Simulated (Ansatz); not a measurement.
The structure below was relaxed with PBE/PAW in Ansatz (an electronic-structure program), no SOC, earlier PAW set.

Space group P6₃/mmc (No. 194); a = b = 3.186 Å, c = 5.223 Å, α = β = 90.00°, γ = 120.00°

```tsv
atom	site	symmetry	x	y	z
Mg	2d	-6m2	0.6667	0.3333	0.2500
```

Q: Write out a cell with all atoms.

A: 
```
Mg
1.0
    3.18615     0.00000     0.00000
   -1.59307     2.75929     0.00000
    0.00000     0.00000     5.22349
Mg
2
Direct
  0.33333   0.66667   0.75000
  0.66667   0.33333   0.25000
```
This is the conventional cell.

Whether these cells are dynamically stable was not tested. The cell was made from Gd by this change: Gd → Mg.
